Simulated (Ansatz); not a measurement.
# Hypothetical P6_422 AlP: response to strain

Consider AlP (space group P6_422, No. 181; a = 3.851 Å, c = 8.690 Å; a hypothetical phase, not in the database extracts checked). Axes: x lies along a and z along c of the hexagonal cell.

Strains are applied to the cell and any free atomic positions relax; under biaxial strain the out-of-plane vector relaxes too.

Calculations: Ansatz (a first-principles code) PBE, without spin-orbit coupling.

Notes on the quantities. pressure: mean of the normal stresses, compression positive.

| case | smallest direct gap | band gap | gap character | pressure | width of the top valence band |
|---|---|---|---|---|---|
| base | 2.03 eV | 0.95 eV | indirect, Γ → M | 0.00 GPa | 1.78 eV |
| biaxial strain −2.90 %, plane normal [001], relaxed out of plane | 2.15 eV | 0.50 eV | indirect, Γ → M | 3.46 GPa | 1.95 eV |
| biaxial strain +1.12 %, plane normal [001], relaxed out of plane | 1.80 eV | 0.98 eV | indirect, Γ → M | -1.17 GPa | 1.75 eV |
| uniaxial strain ε_zz = +2.15 % | 1.96 eV | 0.84 eV | indirect, Γ → M | -2.01 GPa | 1.78 eV |
| tensor shear ε_xz = +0.95 % | 2.03 eV | 0.94 eV | indirect, Γ → Y | 0.00 GPa | – |

Stability against distortions was not tested. The base started in P3_121 and relaxed to P6_422 at this level. Labels are those of the standard path for the cell's own space group.
